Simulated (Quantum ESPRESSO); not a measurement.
Input and output of a self-consistent single point for AlAs (F-43m, 2 atoms in the cell) (Quantum ESPRESSO).

Method: PBE, PSlibrary PAW (PBE) pseudopotentials (plane waves; Quantum ESPRESSO).

```
CELL_PARAMETERS angstrom
      0.00000     2.83790     2.83790
      2.83790     0.00000     2.83790
      2.83790     2.83790     0.00000
ATOMIC_POSITIONS crystal
  Al 0.00000 0.00000 0.00000
  As 0.75000 0.75000 0.75000
```

Reference input (self-consistent single point, DFT, PBE, plane waves, PSlibrary PAW (PBE) pseudopotentials): ecutwfc = 35 Ry; ecutrho = 210 Ry; occupations = smearing; smearing = fd; degauss = 0.000734986 Ry; potentials = {Al: Al.pbe-n-kjpaw_psl.1.0.0.UPF, As: As.pbe-n-kjpaw_psl.1.0.0.UPF}; K_POINTS = automatic 5 5 5 0 0 0; conv_thr = 1e-10 Ry; mixing_beta = 0.3. This run's input differs from it in these lines:

```diff
@@ -12,4 +12,4 @@
    ntyp = 2
-   ecutwfc = 35
-   ecutrho = 210
+   ecutwfc = 61
+   ecutrho = 366
    occupations = 'smearing'
```

Log, with long lists cut:

```
     Self-consistent Calculation

     iteration #  1     ecut=    61.00 Ry     beta= 0.30

     Threshold (ethr) on eigenvalues was too large:
     Diagonalizing with lowered threshold

     total energy              =    -215.56266685 Ry
     estimated scf accuracy    <       0.06660341 Ry

     iteration #  2     ecut=    61.00 Ry     beta= 0.30

     total energy              =    -215.56116567 Ry
     estimated scf accuracy    <       0.01982936 Ry

     iteration #  3     ecut=    61.00 Ry     beta= 0.30

     total energy              =    -215.56275649 Ry
     estimated scf accuracy    <       0.00214853 Ry

   [... 5 blocks of this kind left out ...]

     iteration #  9     ecut=    61.00 Ry     beta= 0.30

     total energy              =    -215.56288195 Ry
     estimated scf accuracy    <          2.3E-10 Ry

     iteration # 10     ecut=    61.00 Ry     beta= 0.30
     End of self-consistent calculation

     the Fermi energy is     6.1843 ev

!    total energy              =    -215.56288195 Ry
     estimated scf accuracy    <          2.3E-11 Ry
     smearing contrib. (-TS)   =      -0.00000000 Ry
     internal energy E=F+TS    =    -215.56288195 Ry

     convergence has been achieved in  10 iterations

     Forces acting on atoms (cartesian axes, Ry/au):

     atom    1 type  1   force =     0.00000000    0.00000000    0.00000000
     atom    2 type  2   force =     0.00000000   -0.00000000   -0.00000000

     Total force =     0.000000     Total SCF correction =     0.000000

          total   stress  (Ry/bohr**3)                   (kbar)     P=       22.23
   0.00015112   0.00000000   0.00000000           22.23        0.00        0.00
  -0.00000000   0.00015112  -0.00000000           -0.00       22.23       -0.00
   0.00000000  -0.00000000   0.00015112            0.00       -0.00       22.23

   JOB DONE.
```

The run converged in 10 iterations. Against the reference run the free energy goes down by 1.3 meV/atom, the pressure hardly changes (2.21 to 2.22 GPa) and the gap on the mesh stays at 1.639 eV.

The starting cell comes from a database of computed structures (which also holds hypothetical and non-ambient phases and stackings), without a prior relaxation at this level.
